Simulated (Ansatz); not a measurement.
## A computed series for MgO: response to strain

The reference is MgO in the rock salt structure (space group Fm-3m, No. 225; a = 4.159 Å). Axes: x, y, z lie along the cube axes.

Strains are applied to the cell and any free atomic positions relax; under biaxial strain the out-of-plane vector relaxes too.

All numbers come from plane-wave PAW DFT at the LDA level (Ansatz, a quantum-chemistry and plane-wave program, 420 eV), spin-orbit coupling left out.

Notes on the quantities. energy relative to the base: free energy F.

| biaxial strain, plane normal [001], relaxed out of plane (%) | energy relative to the base (meV/atom) |
|---|---|
| 0 | 0.0 |
| 0.5 | ? |
| 1 | 2.0 |
| 1.5 | 4.4 |
| 2 | 7.6 |
| 2.5 | 11.7 |
| 3 | 16.4 |

### Question
Fit ΔE = Aε² + Bε³ (ε in %) to the rows shown and predict the withheld row.

### Answer
Least squares on the printed values gives A = 2.08 and B = -0.086 meV/atom (largest residual 0.0 meV/atom); this predicts 0.5 meV/atom, and the run gives 0.5 meV/atom, in agreement.

No phonon test of stability was made.
